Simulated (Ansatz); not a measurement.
Arrangements of In(As,Sb) (zinc blende start, 32 atoms, As 0.625, Sb 0.375; order 0 is random, negative favours unlike neighbours; against end members of that type):

A. P-4m2 cell, first-shell order -0.24
B. C2 cell, first-shell order -0.02
C. Cm cell, first-shell order -0.07

Method: PBE (plane waves to 420 eV, PAW; Ansatz, a first-principles code). No spin–orbit coupling; with elements this heavy it can move edges by tenths of an eV.

### Question
Order them by mixing enthalpy, lowest first.

### Answer
B (26 meV/site), C (28 meV/site), A (37 meV/site)
